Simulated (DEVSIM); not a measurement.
Device: illuminated Si n-on-p cell, one wavelength, with a back-surface field, at 300 K.

Layer 1 from the left is Si, thickness (μm) 0.290, Nd (cm⁻³) 6.3e17, τn (s) 8.4e-8, τp (s) 6.8e-7, absorption coefficient (cm⁻¹) 42000. Layer 2 from the left is Si, thickness (μm) 49.0, Na (cm⁻³) 6.9e15, τn (s) 4e-6, τp (s) 4e-6, absorption coefficient (cm⁻¹) 42000. Layer 3 from the left is Si, thickness (μm) 0.130, Na (cm⁻³) 2e18, τn (s) 4e-6, τp (s) 4e-6, absorption coefficient (cm⁻¹) 42000.

Left contact: ohmic, minority hole recombination velocity 10000 cm/s. Right contact: ohmic, minority electron recombination velocity 20000 cm/s. Voltage is applied to the left contact. Recombination: SRH at mid-gap, radiative, Auger. Light enters at the left, 1.6e17 photons cm⁻² s⁻¹, one pass, no reflection. Mobility is μmin + (μ − μmin)/(1 + (N/Nref)^α).

The device is made up for the run: typed textbook-type constants, with dimensions and the other settings drawn at random. Values at 300 K.

Si: gap (eV) 1.124, affinity (eV) 4.05, permittivity 11.7, Nc (cm⁻³) 2.86e19, Nv (cm⁻³) 3.1e19, μn (cm²/Vs) 1417, μp (cm²/Vs) 470, μn,min 52, μp,min 45, Nref,n 9.7e16, Nref,p 2.2e17, αn 0.68, αp 0.72, B (cm³/s) 4.7e-15, Cn (cm⁶/s) 2.8e-31, Cp (cm⁶/s) 9.9e-32.

Model (solved in DEVSIM): 1D drift-diffusion, Boltzmann statistics, complete ionisation; no tunnelling, impact ionisation, image-force lowering or self-heating.

Dark forward current:

| |V| (V) | |J| (A/cm²) |
|---|---|
| 0.05 | 1.311e-9 |
| 0.10 | 4.751e-9 |
| 0.15 | 1.477e-8 |
| 0.20 | 4.686e-8 |
| 0.25 | 1.656e-7 |
| 0.30 | 6.983e-7 |
| 0.35 | 3.569e-6 |
| 0.40 | 2.111e-5 |
| 0.45 | 0.0001357 |
| 0.50 | 0.0009078 |
| 0.55 | 0.006150 |
| 0.60 | 0.04053 |
| 0.65 | 0.2266 |
| 0.70 | 0.9260 |
| 0.75 | 3.445 |
| 0.80 | 14.27 |
| 0.85 | 63.20 |
| 0.90 | 260.4 |
| 0.95 | 879.9 |
| 1.00 | 2313 |

Task: Work out the local ideality factor n = ΔV / (kT/q · ln(J2/J1)) between the rows 0.15 and 0.20 V, 0.50 and 0.55 V, 0.95 and 1.00 V.

Result: kT/q = 25.85 mV. From 0.15 to 0.20 V: ln(4.686e-8/1.477e-8) = 1.155, n = 1.68. From 0.50 to 0.55 V: ln(0.006150/0.0009078) = 1.913, n = 1.01, near the 1 of diffusion or emission over a barrier. From 0.95 to 1.00 V: ln(2313/879.9) = 0.966, n = 2.00.

Task: What current could the absorbed light give at most, and what share is collected?

Result: Σ αd = 208, so qΦ(1 − exp(−Σ αd)) = 25.6 mA/cm². The simulated short-circuit current is 24.97 mA/cm², a share of 0.97.

Task: Estimate the open-circuit voltage by superposition: the voltage at which the dark current equals that short-circuit current.

Result: Interpolating ln J in the table gives 0.587 V. The simulation gives 0.587 V, the same within the digits that matter. Superposition holds where collection doesn't change with voltage.

Task: Estimate the fill factor from FF0 = (v − ln(v + 0.72))/(v + 1), v = qVoc/(nkT), with n from the dark curve.

Result: The rows about Voc, 0.55 and 0.60 V, give n = 1.03, so v = 22.1 and FF0 = 0.822. The simulation gives 0.822, the same within the digits that matter.
